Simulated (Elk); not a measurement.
# Worked example: self-consistent single point of Cd (P6_3/mmc, 2 atoms in the cell) in Elk

Level of theory: Elk 10.2.4 with PBE, all-electron FP-LAPW, Elk's shipped species files, default APW+lo basis.

Input as run:

```
tasks
  0

xctype
  20

rgkmax
  7.0

stype
  0

swidth
  0.00367493

scale
  1.889726125

avec
    1.5019200725   -2.6014018745    0.0000000000
    1.5019200725    2.6014018745    0.0000000000
    0.0000000000    0.0000000000    5.6649600000

sppath
  'species/'

atoms
  1   : nspecies
  'Cd.in'   : spfname
  2   : natoms; atposl, bfcmt below
  0.3333333333  0.6666666667  0.2500000000    0.0 0.0 0.0
  0.6666666667  0.3333333333  0.7500000000    0.0 0.0 0.0

ngridk
  13 13 6
```

The program printed (abridged):

```
│ Elk code version 10.2.4 │

All units are atomic (Hartree, Bohr, etc.)

│ Ground-state run starting from atomic densities │

Lattice vectors :
   2.838217599      -4.915937084       0.000000000
   2.838217599       4.915937084       0.000000000
   0.000000000       0.000000000       10.70522291

Unit cell volume      :    298.7292270
Brillouin zone volume :   0.8303513384

Muffin-tin inner radius fraction :   0.1000000000E-01

Nuclei treated as point charges

Species :    1 (Cd)
 parameters loaded from : Cd.in
 name : cadmium
 nuclear charge    :   -48.00000000
 electronic charge :    48.00000000
 atomic mass :    204912.7175
 muffin-tin radius :    2.600000000
 number of radial points in muffin-tin :    597
 atomic positions (lattice), magnetic fields (Cartesian) :
   1 :   0.33333333  0.16666667  0.25000000    0.00000000  0.00000000  0.00000000
   2 :  -0.33333333 -0.16666667 -0.25000000    0.00000000  0.00000000  0.00000000

Total number of atoms per unit cell :    2

Spin treatment :
 spin-unpolarised

Number of Bravais lattice symmetries :   24
Number of crystal symmetries         :   24
Crystal has inversion symmetry
Real symmetric eigensolver will be used

k-point grid :     13    13     6
k-point offset :    0.000000000       0.000000000       0.000000000
k-point set is reduced with full crystal symmetry group
Total number of k-points :       84

Muffin-tin radius times maximum |G+k| :    7.000000000
 using average radius
Maximum |G+k| for APW functions       :    2.692307692
Maximum (1/2)|G+k|²                   :    3.624260355
Maximum |G| for potential and density :    12.00000000
 potential will be trimmed for |G| > 2 gkmax
Constant for pseudocharge density :    8
Radial integration step length :    4

G-vector grid sizes :     24    24    42
Number of G-vectors :     8705

Maximum angular momentum used for
 APW functions                      :    8
 outer part of muffin-tin           :    6
 inner part of muffin-tin           :    1

Total nuclear charge    :   -96.00000000
Total core charge       :    60.00000000
Total valence charge    :    36.00000000
Total excess charge     :    0.000000000
Total electronic charge :    96.00000000

Effective Wigner radius, rₛ :   0.9056755098

Number of empty states         :    8
Total number of valence states :   26
Total number of core states    :   60

Total number of local-orbitals :   34

Exchange-correlation functional :     20     0     0
 Perdew-Burke-Ernzerhof, Phys. Rev. Lett. 77, 3865 (1996)
 gradient requirement :    1
 generalised gradient approximation (GGA)

Smearing type :    0
 Gaussian
Smearing width :   0.3674930000E-02
Effective electronic temperature (K) :    1160.451112

Mixing type :    3
 Broyden mixing, J. Phys. A: Math. Gen. 17, L317 (1984)

Kohn-Sham potential initialised from atomic data

│ Self-consistent loop started │
│ Loop number : 1 │
 total energy                :     -11193.5495364
│ Loop number : 2 │
 total energy                :     -11193.6785964
RMS change in Kohn-Sham potential (target) :   0.1028644379     (  0.1000000000E-05)
Absolute change in total energy (target)   :   0.1290600066     (  0.1000000000E-03)
│ Loop number : 3 │
 total energy                :     -11193.6710738
RMS change in Kohn-Sham potential (target) :   0.1019012734     (  0.1000000000E-05)
Absolute change in total energy (target)   :   0.2474246299E-01 (  0.1000000000E-03)
│ Loop number : 4 │
 total energy                :     -11192.8292574
RMS change in Kohn-Sham potential (target) :   0.5275219129E-01 (  0.1000000000E-05)
Absolute change in total energy (target)   :   0.8356308086     (  0.1000000000E-03)
│ Loop number : 5 │
 total energy                :     -11192.3255797
RMS change in Kohn-Sham potential (target) :   0.1812205084E-01 (  0.1000000000E-05)
Absolute change in total energy (target)   :   0.7125854217     (  0.1000000000E-03)
│ Loop number : 6 │
 total energy                :     -11192.2081635
RMS change in Kohn-Sham potential (target) :   0.4832213190E-02 (  0.1000000000E-05)
Absolute change in total energy (target)   :   0.2955625358     (  0.1000000000E-03)
│ Loop number : 7 │
 total energy                :     -11192.1874370
RMS change in Kohn-Sham potential (target) :   0.6276056105E-03 (  0.1000000000E-05)
Absolute change in total energy (target)   :   0.9461713642E-01 (  0.1000000000E-03)
│ Loop number : 8 │
 total energy                :     -11192.2061520
RMS change in Kohn-Sham potential (target) :   0.6106591000E-04 (  0.1000000000E-05)
Absolute change in total energy (target)   :   0.4939250395E-02 (  0.1000000000E-03)
│ Loop number : 9 │
 total energy                :     -11192.2041374
RMS change in Kohn-Sham potential (target) :   0.2501176870E-04 (  0.1000000000E-05)
Absolute change in total energy (target)   :   0.3249422860E-02 (  0.1000000000E-03)
│ Loop number : 10 │
 total energy                :     -11192.2019327
RMS change in Kohn-Sham potential (target) :   0.1746190570E-04 (  0.1000000000E-05)
Absolute change in total energy (target)   :   0.3017052368E-02 (  0.1000000000E-03)
│ Loop number : 11 │
 total energy                :     -11192.2007262
RMS change in Kohn-Sham potential (target) :   0.2002896870E-05 (  0.1000000000E-05)
Absolute change in total energy (target)   :   0.1960834234E-02 (  0.1000000000E-03)
│ Loop number : 12 │
 total energy                :     -11192.2005521
RMS change in Kohn-Sham potential (target) :   0.2862116053E-06 (  0.1000000000E-05)
Absolute change in total energy (target)   :   0.6642332228E-03 (  0.1000000000E-03)
│ Loop number : 13 │
 total energy                :     -11192.2005296
RMS change in Kohn-Sham potential (target) :   0.1217775947E-06 (  0.1000000000E-05)
Absolute change in total energy (target)   :   0.1886017853E-03 (  0.1000000000E-03)
│ Loop number : 14 │
 total energy                :     -11192.2005198
RMS change in Kohn-Sham potential (target) :   0.2076104252E-07 (  0.1000000000E-05)
Absolute change in total energy (target)   :   0.5693572348E-04 (  0.1000000000E-03)
Convergence targets achieved

│ Loop number : 15 │

Energies :
 Fermi                       :     0.211317237235
 sum of eigenvalues          :     -6721.11481470
 electron kinetic            :      11733.7957991
 core electron kinetic       :      11363.1398225
 Coulomb                     :     -22616.3266097
 Coulomb potential           :     -18051.0609103
 nuclear-nuclear             :     -1011.70917315
 electron-nuclear            :     -25158.1739627
 Hartree                     :      3553.55652623
 Madelung                    :     -13590.7961545
 xc potential                :     -403.849703520
 exchange                    :     -304.559614967
 correlation                 :     -5.11009374661
 total energy                :     -11192.2005193

Density of states at Fermi energy :    16.85815005
 (states/Hartree/unit cell)

Estimated indirect band gap :   0.3421127740E-02
 from k-point     83 to k-point      5
Estimated direct band gap   :   0.2875836519E-01
 at k-point     83

Charges :
 core                        :    60.00000000
 valence                     :    36.00000000
 interstitial                :    2.753737798
 muffin-tins (core leakage)
  species :    1 (Cd)
   atom    1                 :    46.62313110     (  0.2458340511E-03)
   atom    2                 :    46.62313110     (  0.2458340511E-03)
 total in muffin-tins        :    93.24626220
 total calculated charge     :    95.99892431
 total charge                :    96.00000000
 error                       :   0.1075687767E-02

│ Self-consistent loop stopped │
```

The run converged in 15 iterations. The count includes the last loop, which Elk runs after its targets are met.

The starting cell has typed, rounded lattice constants, without a prior relaxation at this level. Its lattice was rescaled by a random factor within 2.5 % of one. Values depend on the basis (sphere radii, cutoffs, local orbitals), which need not be converged. The log's line on a gap gives a spacing of levels on this mesh, which the program prints for metals too.
